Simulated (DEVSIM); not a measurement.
Device: Pt/Si3N4/SiO2/p-Si capacitor, at 400 K.

| layer (left to right) | material | thickness (nm) | Na (cm⁻³) |
|---|---|---|---|
| 1 | Si3N4 | 28.0 | - |
| 2 | SiO2 | 1.10 | - |
| 3 | Si | 3300 | 3.1e16 |

Metal gate on the left, work function 5.6 eV. Fixed charge at the semiconductor interface -1.1e11 cm⁻² (in units of +e); no interface traps.

This is a model device: material constants are rounded textbook-type values typed into the input, and sizes, dopings and lifetimes were drawn at random. Values at 300 K; Nc and Nv go as T^1.5, mobilities as T to minus their exponent, the gap by Varshni's rule with the affinity fixed.

| parameter | Si3N4 | SiO2 | Si |
|---|---|---|---|
| gap (eV) | 5.1 | 9 | 1.124 |
| affinity (eV) | 2.1 | 0.9 | 4.05 |
| permittivity | 7.5 | 3.9 | 11.7 |
| Nc (cm⁻³) | - | - | 2.86e19 |
| Nv (cm⁻³) | - | - | 3.1e19 |
| Varshni α (eV/K) | - | - | 0.000473 |
| Varshni β (K) | - | - | 636 |

Simulated with DEVSIM: 1D Poisson equation in equilibrium, Boltzmann statistics, complete ionisation; no quantum confinement or tunnelling. Metal contacts follow the ideal Schottky-Mott rule: no Fermi-level pinning, no interface dipoles.

The fixed charge was swept, all else fixed.

| fixed charge (cm^-2) | flat-band voltage (V) | threshold voltage (band bending 2φF) (V) |
|---|---|---|
| -7.7e11 | 1.27 | 2.21 |
| -4.4e11 | 1.03 | 1.97 |
| -1.1e11 | 0.79 | 1.73 |
| 2.2e11 | 0.55 | 1.49 |
| 5.5e11 | 0.31 | 1.25 |

From the first row to the last the flat-band voltage goes from 1.27 to 0.31. From the first row to the last the threshold voltage (band bending 2φF) goes from 2.21 to 1.25.
